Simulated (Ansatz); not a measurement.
The reference is TiN in the rock salt structure (space group Fm-3m, No. 225; a = 4.2339 Å; relaxed with 0.1 eV smearing). Axes: x, y, z lie along the cube axes.

The values are results of Kohn–Sham DFT with the r2SCAN functional, run in Ansatz (a quantum-chemistry and plane-wave program) with PAW and 500 eV plane waves, no spin-orbit coupling, earlier PAW set, not measurements.

Before the change:

Shortest interatomic distance: 211.7 pm

Modification: the symmetric strain tensor [0.0001 -0.0010 -0.0034; -0.0010 -0.0108 -0.0163; -0.0034 -0.0163 -0.0027]; the atoms relax in the strained cell.

Question: What does the calculation give for the energy relative to the base after the change?

Answer: The energy grows by 8.8 meV/atom.

Question: What does the calculation give for the stress after the change?

Answer: The stress (xx, yy, zz, yz, xz, xy; compression positive) comes out as (1.7, 7.6, 3.4, 6.0, 1.2, 0.3) GPa.

Question: How does this affect the shortest interatomic distance?

Answer: The shortest interatomic distance decreases by 2.3 pm (211.7 pm → 209.4 pm).

Whether these cells are dynamically stable was not tested. All final runs are without spin polarisation. An odd electron count without spin: TiN.
